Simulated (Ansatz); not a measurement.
Ti3Al (model structure, started from the D019 type, P6₃/mmc, No. 194, 8 atoms in the cell) was calculated with LDA (Ansatz, a program for electronic structure, PAW).

Run with plane-wave cutoff 520 eV, 12×12×12 k mesh, Fermi–Dirac smearing 0.05 eV, no spin polarisation, scalar-relativistic PAW data made under PBE.

Cell (relaxed at this level):

```
AlTi3
1.0
    5.61594     0.00000     0.00000
   -2.80797     4.86355     0.00000
    0.00000     0.00000     4.56618
Ti Al
6 2
Direct
  0.83030   0.66059   0.25000
  0.16970   0.83030   0.75000
  0.33941   0.16970   0.25000
  0.16970   0.33941   0.75000
  0.83030   0.16970   0.25000
  0.66059   0.83030   0.75000
  0.33333   0.66667   0.25000
  0.66667   0.33333   0.75000
```

Estimate the bulk modulus B0 that the calculation returns.


* **bulk modulus B0**: 129 GPa

The run finds no gap.

Note: the bulk modulus is −V dP/dV from two relaxed cells at ±2 % in volume.

It cost roughly 5 core-minutes of CPU time.

A model structure was made by putting elements into a prototype or built by hand; here it ended with the formula and space group of a phase in our tables.
